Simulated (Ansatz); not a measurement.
Start from FeSi (space group P2_13, No. 198; a = 4.448 Å; non-magnetic).

Method: PBE in Ansatz (plane waves to 420 eV, PAW, without spin-orbit coupling).

Before the change:

The lattice parameter a is 4.448 Å.

Perturbation: a negative pressure, −1 GPa.

**Question.** What does the calculation give for the lattice parameter a after the change?

**Answer.** The lattice parameter a grows by 0.007 Å to 4.455 Å.

Load acts through the strain it causes; cell and atoms are relaxed under it. No phonon test of stability was made. Starting moments died away, wholly or in part, for the base; another magnetic solution may exist. The final runs are not spin-polarised.

Ansatz is a quantum-chemistry and plane-wave program.
